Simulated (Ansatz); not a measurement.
# Ansatz run on KMgBr3 (Pm-3m, 5 atoms in the cell): self-consistent single point

Computed with PBE (plane waves, PAW; Ansatz, a first-principles code).

Input as run:

Ansatz 0.2 input:
```yaml
crystal:
  lattice:
    - [5.157552, 0.000000, 0.000000]
    - [0.000000, 5.157552, 0.000000]
    - [0.000000, 0.000000, 5.157552]
  atoms:
    - { symbol: K, position: [0.000000, 0.000000, 0.000000] }
    - { symbol: Mg, position: [0.500000, 0.500000, 0.500000] }
    - { symbol: Br, position: [0.000000, 0.500000, 0.500000] }
    - { symbol: Br, position: [0.500000, 0.500000, 0.000000] }
    - { symbol: Br, position: [0.500000, 0.000000, 0.500000] }
kpoints:
  mp_grid: { grid: [5, 5, 5] }
hamiltonian:
  xc: pbe
  pseudopotentials: { kind: paw }
scf:
  occupations: { method: cold, width: 0.136 eV }
output:
  forces: true
  eigenvalues: true
  stress: true
```

The program printed (abridged):

```
WARN basis.ecutwfc = 420 eV, the default
WARN ansatz: RAYON_NUM_THREADS=1 ignored (pool sized by the plan → 1); use --threads N
Pseudopotentials: kind: paw
Pseudopotential: K, paw, valence charge 9
Pseudopotential: Mg, paw, valence charge 10
Pseudopotential: Br, paw, valence charge 7
Crystal: 5 atoms, lattice volume = 137.193 Å³
Basis set: ecut = 420 eV, 2721 PW (Γ), exchange–correlation on 72×72×72 points (8 copies of the dense FFT grid, shifted against one another)
Bands: 25, of which v1, the nominal top of the filled ones, is band 20 counted from 1 (19 counted from 0)
Symmetry: 48 space group operations
Space group: Pm-3m (ITA 221), of the structure as read, at distance tolerance 5.2e-5 Å
k-points: 10 of 125
Initial density: superposition of atomic densities (neutral atoms: chi_scale 0, normalization atom), corrected by the library's trained network
Initial wavefunctions: pseudopotential atomic-orbital guess
Eigensolver: davidson
Functional: x = pbe(κ = 0.804, μ = 0.2195149727645171), c = pbe(β = 0.06672455060314922)
SCF iter   1: F=—  HF=-11818.736796 eV  |F-HF|=—  |Δ(HF+E_count)|=         —  Δρ=5.35e-4  dr2=5.89e-4  ethr=1.77e-3  ⟨swp⟩=10.2  Hψ=1387  notcnv=0
all-band conjugate gradients solve this SCF's bands
preconditioner: auto → Resta (q_TF=auto, 2.222 Å⁻¹)
SCF iter   2: F=—  HF=-11818.737017 eV  |F-HF|=—  |Δ(HF+E_count)|=   2.21e-4  S|Δr|=    0.00e0  Δρ=2.50e-4  dr2=1.86e-4  ethr=1.47e-6  ⟨swp⟩=3.6  Hψ=671  notcnv=0
SCF iter   3: F=—  HF=-11818.737007 eV  |F-HF|=—  |Δ(HF+E_count)|=   9.46e-6  S|Δr|=    0.00e0  Δρ=9.07e-5  dr2=8.34e-6  ethr=4.65e-7  ⟨swp⟩=2.0  Hψ=382  notcnv=0
SCF iter   4: F=—  HF=-11818.737288 eV  |F-HF|=—  |Δ(HF+E_count)|=   2.81e-4  S|Δr|=    0.00e0  Δρ=3.18e-5  dr2=1.14e-6  ethr=2.09e-8  ⟨swp⟩=2.0  Hψ=425  notcnv=0
SCF iter   5: F=-11818.737289 eV  HF=-11818.737289 eV  |F-HF|=3.06e-8  |Δ(HF+E_count)|=   7.94e-7  S|Δr|=    0.00e0  Δρ=4.25e-6  dr2=2.53e-8  ethr=2.50e-10  ⟨swp⟩=8.5  Hψ=1426  notcnv=0
SCF 1 converged in 5 iterations: F = -11818.737289 eV  dr2 = 2.53e-8
SCF converged after 5 iterations
Stability not checked (fill_not_monotonic)
Free energy (F): -11818.737289 eV
Harris-Foulkes:  -11818.737289 eV  (|F-HF|=3.06e-8)
Internal energy: -11818.737289 eV  (E = F + TS)
E sigma→0 (E₀):  -11818.737289 eV
Fermi energy:    5.044797 eV
Step filling:    the computed levels leave a gap of 3.1957 eV = 23.5 smearing widths
--- Per-component energies (eV) ---
  E_band       = -505.836802
  E_kinetic    = 736.299974
  E_local      = -3039.247460  (includes V_loc(G=0)·N_el)
  E_nonlocal   = 319.482870
  E_hartree    = 1043.629297
  E_xc         = -961.404529
  E_vxc        = -517.809580  (∫ρ·V_xc dr)
  E_paw        = -7814.140053  (= ΣΔE_a)
  E_vpaw       = -91.816888  (= ΣTr[D̂ρ^β])
  E_aug_tail   = 0.000006  (compensation charges beyond the density's cutoff)
  E_ewald      = -2103.357393
  E_smearing   = 0.000000  (= −TS)
  E_closure    = -0.000000  (closes the sum)
  Σ components = -11818.737289   (vs F -11818.737289, Δ=0.00e0)
--- Forces (eV/Å), atoms counted from 1 ---
  atom   1  K     -0.00000000     0.00000000     0.00000000
   [... zero for the other atoms too ...]
  max |Σ_I F_I| component: 1.66e-29 eV/Å
--- Stress (GPa, compression-positive) ---
        3.791806      -0.000000       0.000000
        0.000000       3.791806       0.000000
        0.000000       0.000000       3.791806
  P = ⅓ Tr σ = 3.7918 GPa (37.918 kbar)
  The stress holds the Pulay correction. Without it, at fixed plane waves, as pw.x and ABINIT print it: P = 3.7826 GPa
--- Band table (eV; the first three rows and the last of 10) ---
  k-point 0: bands = ["-71.3558", "-38.1115", "-38.1115", "-38.1115", "-25.2986", "-10.6826", "-9.7397", "-9.7397", "-8.7791", "-8.7791", "-8.7791", "0.0204", "0.0204", "0.0204", "2.5140", "2.5140", "2.5140", "2.9251", "2.9251", "2.9251", "6.5408", [...]
  k-point 1: bands = ["-71.3558", "-38.1115", "-38.1115", "-38.1115", "-25.2985", "-10.6192", "-9.8297", "-9.7365", "-8.7778", "-8.7778", "-8.7577", "0.1052", "0.1052", "0.1118", "2.3782", "2.3782", "2.4035", "2.4086", "2.8245", "2.8245", "7.2005", [...]
  k-point 2: bands = ["-71.3558", "-38.1115", "-38.1115", "-38.1115", "-25.2982", "-10.4767", "-10.0097", "-9.7315", "-8.7758", "-8.7758", "-8.7294", "0.2725", "0.2725", "0.3769", "1.6136", "2.0739", "2.0739", "2.2384", "2.7378", "2.7378", "8.5281", [...]
  k-point 9: bands = ["-71.3558", "-38.1115", "-38.1115", "-38.1115", "-25.2975", "-10.1081", "-10.0036", "-10.0036", "-8.7875", "-8.7875", "-8.7756", "-1.5892", "0.8469", "0.9131", "0.9131", "2.0716", "2.0716", "3.2750", "3.2750", "3.3451", [...]
```

The run converged in 5 iterations.

The starting cell was generated: these elements placed on a structure prototype, without a prior relaxation; it need not be a known phase or ordering of this composition. With a pressure of about 4 GPa the cell is away from its equilibrium volume at this level. Ansatz's pressure includes its estimate of the finite-basis (Pulay) stress. Another mesh or the band path of this cell gives a smaller gap, so this value is not converged in the mesh.
